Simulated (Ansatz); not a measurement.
Base system: Sn in the diamond structure (space group Fd-3m, No. 227; a = 6.569 Å). Axes: x, y, z lie along the cube axes.

The values are results of Kohn–Sham DFT with the r2SCAN functional, run in Ansatz (a quantum-chemistry and plane-wave program) with PAW and 500 eV plane waves, no SOC, earlier PAW set, not measurements.

Strains are applied to the cell and any free atomic positions relax; under biaxial strain the out-of-plane vector relaxes too.

One change was made to it. Results:

```json
[
 {"quantity": "energy relative to the base (free energy F)", "base": "0 meV/atom", "after": "+5.3 meV/atom"},
 {"quantity": "pressure (mean of the normal stresses, compression positive)", "base": "0.0 GPa", "after": "0.9 GPa"},
 {"quantity": "volume per atom", "base": "35.43 Å³", "after": "34.72 Å³"},
 {"quantity": "band gap", "base": "zero", "after": "zero"}
]
```

Question: Name the change that was made.
(A) biaxial strain −1.84 %, plane normal [001], relaxed out of plane
(B) isotropic strain −5.14 %
(C) strain tensor (xx, yy, zz, yz, xz, xy) = (+0.17, +0.79, −0.52, +1.12, +0.59, +1.16) %
(D) biaxial strain −4.41 %, plane normal [110], relaxed out of plane
(E) biaxial strain +4.93 %, plane normal [110], relaxed out of plane

Answer: A, biaxial strain −1.84 %, plane normal [001], relaxed out of plane. For comparison, the pressure in the other runs: biaxial strain −4.41 %, plane normal [110], relaxed out of plane gives 2.8 GPa; biaxial strain +4.93 %, plane normal [110], relaxed out of plane gives -2.5 GPa; isotropic strain −5.14 % gives 9.9 GPa; strain tensor (xx, yy, zz, yz, xz, xy) = (+0.17, +0.79, −0.52, +1.12, +0.59, +1.16) % gives -0.2 GPa.

A biaxial case was relaxed in a doubled cell and then solved in the primitive one. Stability against distortions was not tested.
